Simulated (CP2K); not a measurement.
Input and output of a self-consistent single point for NiSi2 (Fm-3m, 3 atoms in the cell) (CP2K)

Method of the run: PBE, GPW, DZVP-MOLOPT-SR-GTH basis, GTH-PBE potentials (GTH_POTENTIALS) (CP2K).

Input:

```
&GLOBAL
  PROJECT scf
  RUN_TYPE ENERGY_FORCE
  PRINT_LEVEL MEDIUM
&END GLOBAL
&FORCE_EVAL
  METHOD Quickstep
  STRESS_TENSOR ANALYTICAL
  &DFT
    BASIS_SET_FILE_NAME BASIS_MOLOPT
    POTENTIAL_FILE_NAME GTH_POTENTIALS
    &QS
      METHOD GPW
      EPS_DEFAULT 1E-10
    &END QS
    &MGRID
      CUTOFF 600
      REL_CUTOFF 60
      NGRIDS 5
    &END MGRID
    &SCF
      SCF_GUESS ATOMIC
      EPS_SCF 1E-7
      MAX_SCF 100
      ADDED_MOS 5
      &DIAGONALIZATION
        ALGORITHM STANDARD
      &END DIAGONALIZATION
      &MIXING
        METHOD BROYDEN_MIXING
        ALPHA 0.2
        NBUFFER 10
        BETA 1.5
      &END MIXING
      &SMEAR ON
        METHOD FERMI_DIRAC
        ELECTRONIC_TEMPERATURE [K] 1578.21
      &END SMEAR
    &END SCF
    &KPOINTS
      SCHEME MONKHORST-PACK 11 11 11
    &END KPOINTS
    &XC
      &XC_FUNCTIONAL PBE
      &END XC_FUNCTIONAL
    &END XC
    &PRINT
      &MO
        EIGENVALUES T
        OCCUPATION_NUMBERS T
        NDIGITS 8
        FILENAME mo
        &EACH
          QS_SCF 0
        &END EACH
        ADD_LAST NUMERIC
      &END MO
      &MULLIKEN ON
      &END MULLIKEN
    &END PRINT
  &END DFT
  &SUBSYS
    &CELL
      A 3.82544800 0.00000000 0.00000000
      B 1.91272400 3.31293500 0.00000000
      C 1.91272400 1.10431200 3.12346500
      PERIODIC XYZ
    &END CELL
    &COORD
      SCALED
      Si       0.25000000     0.25000000     0.25000000
      Si       0.75000000     0.75000000     0.75000000
      Ni       0.00000000     0.00000000     0.00000000
    &END COORD
    &KIND Si
      BASIS_SET DZVP-MOLOPT-SR-GTH-q4
      POTENTIAL GTH-PBE-q4
    &END KIND
    &KIND Ni
      BASIS_SET DZVP-MOLOPT-SR-GTH-q18
      POTENTIAL GTH-PBE-q18
    &END KIND
  &END SUBSYS
  &PRINT
    &FORCES ON
    &END FORCES
    &STRESS_TENSOR ON
    &END STRESS_TENSOR
  &END PRINT
&END FORCE_EVAL
```

Output (repeated stretches shortened):

```
 GLOBAL| Method name                                                        CP2K
 GLOBAL| Project name                                                        scf
 GLOBAL| Run type                                                   ENERGY_FORCE

 CELL| Volume [angstrom^3]:                                            39.585111
 CELL| Vector a [angstrom]:       3.825     0.000     0.000   |a| =     3.825448
 CELL| Vector b [angstrom]:       1.913     3.313     0.000   |b| =     3.825448
 CELL| Vector c [angstrom]:       1.913     1.104     3.123   |c| =     3.825448
 CELL| Angle (b,c), alpha [degree]:                                    59.999995
 CELL| Angle (a,c), beta  [degree]:                                    59.999999
 CELL| Angle (a,b), gamma [degree]:                                    59.999999
 CELL| Numerically orthorhombic:                                              NO
 CELL| Periodicity                                                           XYZ

 DFT| Spin restricted Kohn-Sham (RKS) calculation                            RKS
 DFT| Multiplicity                                                             1
 DFT| Number of spin states                                                    1
 DFT| Charge                                                                   0
 DFT| XC density smoothing                                                  NONE
 DFT| XC derivatives                                                          PW

 QS| Method:                                                                 GPW
 QS| Density plane wave grid type                        NON-SPHERICAL FULLSPACE
 QS| Number of grid levels:                                                    5
 QS| Density cutoff [a.u.]:                                                300.0
 QS| Multi grid cutoff [a.u.]: 1) grid level                               300.0
   [... lines left out ...]
 BRILLOUIN| Wavefunction type                                            COMPLEX
 BRILLOUIN| List of Kpoints [2 Pi/Bohr]                                      666
 BRILLOUIN| Number           Weight            X              Y              Z
 BRILLOUIN|     1           0.00150       -0.45455       -0.45455       -0.45455
 BRILLOUIN|     2           0.00150       -0.45455       -0.45455       -0.36364
 BRILLOUIN|     3           0.00150       -0.45455       -0.45455       -0.27273
   [... 663 lines left out ...]
 *******************************************************************************

 Extrapolation method: initial_guess

 Re-scaling the density matrix to get the right number of electrons
                  # Electrons              Trace(P)               Scaling factor
                           26                26.000                        1.000

 Number of electrons:                                                         26
 Number of occupied orbitals:                                                 13
 Number of molecular orbitals:                                                18

 Number of orbital functions:                                                 52
 Number of independent orbital functions:                                     52
 SCF WAVEFUNCTION OPTIMIZATION

  Step     Update method      Time    Convergence         Total energy    Change
     1 NoMix/Diag. 0.20E+00      -     1.36254202      -177.9479500174 -1.78E+02
     2 Broy./Diag. 0.20E+00      -     0.12016597      -173.1843003639  4.76E+00
     3 Broy./Diag. 0.20E+00      -     0.05404620      -176.4764767340 -3.29E+00
     4 Broy./Diag. 0.20E+00      -     0.08126876      -177.3585655309 -8.82E-01
     5 Broy./Diag. 0.20E+00      -     0.05339520      -176.0689685546  1.29E+00
     6 Broy./Diag. 0.20E+00      -     0.01224738      -177.4346120724 -1.37E+00
     7 Broy./Diag. 0.20E+00      -     0.00575900      -177.0973802377  3.37E-01
   [... 5 lines left out ...]
    13 Broy./Diag. 0.20E+00      -     0.00000308      -177.2167957192 -2.40E-03
    14 Broy./Diag. 0.20E+00      -     0.00000859      -177.2171004910 -3.05E-04
    15 Broy./Diag. 0.20E+00      -     0.00000238      -177.2169914087  1.09E-04
    16 Broy./Diag. 0.20E+00      -     0.00000717      -177.2169867694  4.64E-06
    17 Broy./Diag. 0.20E+00      -     0.00000001      -177.2169885841 -1.81E-06
  *** SCF run converged in    17 steps ***

  Electronic density on regular grids:        -25.9999999743        0.0000000257
  Core density on regular grids:               25.9999999982       -0.0000000018
  Total charge density on r-space grids:        0.0000000239
  Total charge density g-space grids:           0.0000000239

  Overlap energy of the core charge distribution:               0.00000000000045
  Self energy of the core charge distribution:               -281.65516352695784
  Core Hamiltonian energy:                                     77.37766421862328
  Hartree energy:                                              46.52207973578491
  Exchange-correlation energy:                                -19.45961181091896
  Electronic entropic energy:                                  -0.00195720071773
  Fermi energy:                                                 0.39705705494738

  Total energy:                                              -177.21698858411779
  Total energy (extrapolated to T->0):                       -177.21600998375891

                     Mulliken Population Analysis

 #  Atom  Element  Kind  Atomic population                           Net charge
       1     Si       1          3.365558                              0.634442
       2     Si       1          3.365556                              0.634444
       3     Ni       2         19.268886                             -1.268886
 # Total charge                             26.000000                 -0.000000

 ENERGY| Total FORCE_EVAL ( QS ) energy [hartree]           -177.216989041421328

 FORCES| Atomic forces [hartree/bohr]
 FORCES|   Atom     x               y               z               |f|
 FORCES|      1  3.64540890E-07  1.97996591E-07  1.36197555E-07   4.36626253E-07
 FORCES|      2 -3.64540811E-07 -1.98938582E-07 -1.35444514E-07   4.36820076E-07
 FORCES|      3 -7.51667506E-14  9.44444060E-10 -7.53378143E-10   1.20811970E-09
 FORCES| Sum     3.96198084E-15  2.45390326E-12 -3.37925151E-13
 FORCES| Total atomic force                                       2.47706486E-12

 STRESS| Analytical stress tensor [bar]
 STRESS|                        x                   y                   z
 STRESS|      x        3.18816161805E+04  -1.61793057413E+01  -1.14404965513E+01
 STRESS|      y       -1.61793057413E+01   3.19004722092E+04  -6.71535809526E+00
 STRESS|      z       -1.14404965513E+01  -6.71535809526E+00   3.19052569823E+04
 STRESS| 1/3 Trace                                             3.18957817907E+04
```

The run converged in 17 iterations.

The starting cell has typed, rounded lattice constants, without a prior relaxation at this level. Spin polarisation is off. Values carry the incompleteness of an atom-centred basis. With a pressure of about 3 GPa the cell is away from its equilibrium volume at this level.

Cost on one core of a shared machine: roughly 4 min.
